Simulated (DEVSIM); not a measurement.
Device: Schottky contact on n-type Ge, at 350 K.

Layer 1 from the left is Ge, thickness (μm) 3.40, Nd (cm⁻³) 6.6e16, τn (s) 4.3e-6, τp (s) 4.3e-6.

Left contact: Schottky, work function 4.34 eV, emission velocity 9e6 cm/s. Right contact: ohmic. Voltage is applied to the left contact. Recombination: SRH at mid-gap, radiative. Mobility is constant in doping.

The device is made up for the run: typed textbook-type constants, with dimensions and the other settings drawn at random. Values at 300 K; Nc and Nv go as T^1.5, mobilities as T to minus their exponent, the gap by Varshni's rule with the affinity fixed.

Ge: gap (eV) 0.664, affinity (eV) 4, permittivity 16, Nc (cm⁻³) 1.04e19, Nv (cm⁻³) 6e18, μn (cm²/Vs) 3900, μp (cm²/Vs) 1900, T exponent of μn 1.66, T exponent of μp 2.33, B (cm³/s) 6.4e-14, Varshni α (eV/K) 0.000477, Varshni β (K) 235.

### Question
Estimate by hand the built-in potential, the peak field at zero bias, and compare with a numerical solution.

### Answer

- Built-in potential: barrier φB = 0.340 eV; Vbi = φB − kT/q ln(N_band/N) = 0.180 V; numerical 0.180 V.
- Peak field at zero bias: depletion approximation: W = √(2εVbi/(qN)) = 0.0695 μm with N = 6.60e16 cm⁻³; field = 2Vbi/W = 51900 V/cm; numerical 47000 V/cm (estimate above by 10 %).

Simulated with DEVSIM: 1D drift-diffusion, Boltzmann statistics, complete ionisation; no tunnelling, impact ionisation, image-force lowering or self-heating. Metal contacts follow the ideal Schottky-Mott rule: no Fermi-level pinning, no interface dipoles.
